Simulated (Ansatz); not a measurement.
## ZnCu with two functionals

Consider ZnCu in the CsCl type structure (space group Pm-3m, No. 221; a = 2.964 Å).

(Cell as relaxed with PBE.)

Levels (all Ansatz, an electronic-structure program, PAW): PBE (420 eV, scalar-relativistic without spin-orbit coupling); PBEsol (420 eV, no spin-orbit coupling).

Each level relaxes its own structure.

```json
[
 {"quantity": "volume per atom", "PBE": "13.02 Å³", "PBEsol": "12.30 Å³"},
 {"quantity": "lattice parameter a", "PBE": "2.964 Å", "PBEsol": "2.908 Å"},
 {"quantity": "band gap", "PBE": "zero", "PBEsol": "zero"}
]
```

PBE's volume per atom lies 0.72 Å³ above PBEsol's (5.8 %); PBE's lattice parameter a lies 0.056 Å above PBEsol's (1.9 %); the two agree on the band gap. Neither level is exact; PBEsol is the comparison here, not a measurement.

Stability against distortions was not tested. The final runs are not spin-polarised.
